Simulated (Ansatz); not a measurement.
**SnO: thickness series**

Take SnO in the litharge type structure (space group P4/nmm, No. 129; layered, stacked along the Cartesian z axis) as the base.

```xyz
4
Lattice="3.8362 0.0000 0.0000 0.0000 3.8362 0.0000 0.0000 0.0000 4.7574" Properties=species:S:1:pos:R:3 pbc="T T T"
Sn     1.9181     0.0000     1.1581
Sn     0.0000     1.9181     3.5993
O      0.0000     0.0000     0.0000
O      1.9181     1.9181     0.0000
```

Free-standing slabs (4 atom(s) a layer) normal to the stacking axis with 15 Å of vacuum; in-plane cell relaxed.

Method: PBE-D3(BJ) in Ansatz (plane waves to 420 eV, PAW, no spin-orbit coupling), earlier PAW set.

Notes on the quantities. excess energy per area of both faces: slab less bulk energy over the cell's area: twice a surface energy; uncertain by up to 0.2 J/m².

```csv
variant,excess energy per area of both faces,shortest interatomic distance,gap character
base,–,2.241 Å,–
1 layer,0.54 J/m²,2.246 Å,"indirect, M–Γ (67 % along) → M–Γ (20 % along)"
2 layers,0.6 J/m²,2.243 Å,"indirect, k = (0.083, 0.083, 0) in the run's primitive reciprocal basis → M"
4 layers,0.6 J/m²,2.240 Å,"indirect, M–Γ (90 % along) → M"
```

The excess energy carries the mismatch between the slab's and the bulk's meshes. Whether these cells are dynamically stable was not tested. All final runs are without spin polarisation.

Ansatz is a first-principles code.
